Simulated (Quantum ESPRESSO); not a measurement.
Quantum ESPRESSO is run on BaNiS2 (P4/nmm, 8 atoms in the cell), and the run fails. The aim is a self-consistent single point with DFT, LDA (PZ), plane waves, PSlibrary ultrasoft (LDA) pseudopotentials.

Cell that was meant: a = 4.4209 Å, b = 4.4209 Å, c = 8.9726 Å, α = 90.00°, β = 90.00°, γ = 90.00°.

Part of the input:

```fortran
/
&system
    ibrav = 0,
    nat = 9,
    ntyp = 3,
    ecutwfc = 50,
    ecutrho = 300,
[...]
S     0.00000000    0.00000000    4.48628500
S     2.21045500    0.00000000    1.41443593
S     0.00000000    2.21045500    7.55813406
S     2.21045500    0.00000000    1.41443593
K_POINTS automatic
4 4 2  0 0 0
CELL_PARAMETERS angstrom
```

Output, abridged:

```
     file Ba.pz-spn-rrkjus_psl.1.0.0.UPF: wavefunction(s)  5S 6S renormalized
     file Ni.pz-n-rrkjus_psl.1.0.0.UPF: wavefunction(s)  3D renormalized

 %%%%%%%%%%%%%%%%%%%%%%%%%%%%%%%%%%%%%%%%%%%%%%%%%%%%%%%%%%%%%%%%%%%%%%%%%%%%%%
     Error in routine check_atoms (1):
     atoms #   7 and #   9 overlap!
 %%%%%%%%%%%%%%%%%%%%%%%%%%%%%%%%%%%%%%%%%%%%%%%%%%%%%%%%%%%%%%%%%%%%%%%%%%%%%%

     stopping ...
```

Problem. From the messages shown, name the fault and mend the input.

Solution. The fault is one atom entered twice; here the program stops on it instead of giving results. To fix it, remove the duplicate atom. The program stopped before any SCF iteration.

An input that runs soundly differs in these lines (not the only fix; some lines may just follow from the change or write a value another way):
```diff
-    nat = 9,
+    nat = 8,
-S     2.21045500    0.00000000    1.41443593
```

With that input, the run converged in 36 iterations: free energy E − TS -5589.7496 eV; Fermi level (on the code's own zero) 8.32 eV; pressure -5.91 GPa; largest force (vector length) 0.324 eV/Å (DFT, LDA (PZ), plane waves, PSlibrary ultrasoft (LDA) pseudopotentials).

On the sound input: the starting cell comes from a database of computed structures (which also holds hypothetical and non-ambient phases and stackings), without a prior relaxation at this level. Spin polarisation is off, so a magnetic state, if there is one, cannot be reached. With a pressure of about -6 GPa the cell is away from its equilibrium volume at this level. Without a gap this mesh is coarse (it stands for a supercell whose shortest vector is 18 Å).
